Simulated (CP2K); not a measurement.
A self-consistent single point of SrSbPt (P1, 3 atoms in the cell) with CP2K.

Method of the run: CP2K with LDA (Pade form), GPW, DZVP-MOLOPT-SR-GTH basis, GTH-PADE potentials (GTH_POTENTIALS).

The change in words: atoms moved at random. Reference geometry:
```
SrSbPt
1.0
    4.50717     0.00000     0.00000
   -2.25359     3.90332     0.00000
    0.00000     0.00000     4.63998
Sr Sb Pt
1 1 1
Cartesian
  0.00000   0.00000   0.00000
  2.25359   1.30111   2.31999
  0.00000   2.60222   2.31999
```

Reference input (self-consistent single point, DFT LDA (Pade form), GPW, DZVP-MOLOPT-SR-GTH basis, GTH-PADE potentials (GTH_POTENTIALS)): CUTOFF = 500 Ry; REL_CUTOFF = 60 Ry; SMEAR/METHOD = GAUSSIAN; SIGMA = 0.1 eV; KPOINTS/SCHEME = MACDONALD 6 6 5 0.08333333333 0.08333333333 0; XC_FUNCTIONAL = PADE; Sr/BASIS_SET = DZVP-MOLOPT-SR-GTH-q10; Sr/POTENTIAL = GTH-PADE-q10; Sb/BASIS_SET = DZVP-MOLOPT-SR-GTH-q5; Sb/POTENTIAL = GTH-PADE-q5; Pt/BASIS_SET = DZVP-MOLOPT-SR-GTH-q18; Pt/POTENTIAL = GTH-PADE-q18. This run's input differs from it in these lines:

```diff
@@ -69,5 +69,5 @@
     &COORD
-      Sr       0.00000000     0.00000000     0.00000000
-      Sb       2.25358725     1.30110670     2.31999000
-      Pt      -0.00000225     2.60221730     2.31999000
+      Sr      -0.02124905     0.00284552    -0.00064496
+      Sb       2.25181143     1.28904543     2.32482486
+      Pt       0.02302713     2.61143305     2.31580010
     &END COORD
```

Output, abridged:

```
 SCF WAVEFUNCTION OPTIMIZATION

  Step     Update method      Time    Convergence         Total energy    Change
     1 NoMix/Diag. 0.20E+00      -     1.68405785      -157.5737846066 -1.58E+02
     2 Broy./Diag. 0.20E+00      -     0.03084575      -158.4665893813 -8.93E-01
     3 Broy./Diag. 0.20E+00      -     0.03337331      -157.7317004513  7.35E-01
     4 Broy./Diag. 0.20E+00      -     0.03378189      -157.1683942251  5.63E-01
     5 Broy./Diag. 0.20E+00      -     0.01031055      -157.1114329544  5.70E-02
     6 Broy./Diag. 0.20E+00      -     0.00247671      -157.1731706366 -6.17E-02
   [... 5 lines left out ...]
    12 Broy./Diag. 0.20E+00      -     0.00004049      -157.1688562436  1.61E-04
    13 Broy./Diag. 0.20E+00      -     0.00001423      -157.1688158612  4.04E-05
    14 Broy./Diag. 0.20E+00      -     0.00000221      -157.1688239219 -8.06E-06
    15 Broy./Diag. 0.20E+00      -     0.00000072      -157.1688309633 -7.04E-06
  *** SCF run converged in    15 steps ***

  Overlap energy of the core charge distribution:               0.00000001188989
  Self energy of the core charge distribution:               -253.52034249865864
  Core Hamiltonian energy:                                     56.19655161525775
  Hartree energy:                                              57.51845168992664
  Exchange-correlation energy:                                -17.36277288375418
  Smearing free energy correction:                             -0.00071889848299
  Fermi energy:                                                 0.25648670702135

  Total energy:                                              -157.16883096330912
  Total energy (extrapolated to sigma->0):                   -157.16847151406762

                     Mulliken Population Analysis

   [... lines left out ...]

 STRESS| Analytical stress tensor [bar]
 STRESS|                        x                   y                   z
 STRESS|      x       -8.70931259887E+04  -4.50308850294E+03   2.12430887512E+01
 STRESS|      y       -4.50308850294E+03  -8.05225623726E+04   4.14927043473E+00
 STRESS|      z        2.12430887512E+01   4.14927043473E+00  -6.74672148220E+04
 STRESS| 1/3 Trace                                            -7.83609677278E+04
```

The run converged in 15 iterations. Against the reference run the free energy rises by 1.5 meV/atom, the pressure stays near -7.84 GPa while the yy stress (positive for compression) goes from -8.45 to -8.05 GPa and the largest force goes from 0.000 to 0.221 eV/Å.

The starting cell comes from a database of computed structures (which also holds hypothetical and non-ambient phases and stackings), without a prior relaxation at this level. For this run, on top of that: atoms moved at random. Spin polarisation is off. Values carry the incompleteness of an atom-centred basis. With a pressure of about -8 GPa the cell is away from its equilibrium volume at this level.

Cost on one core of a shared machine: roughly 30 s.
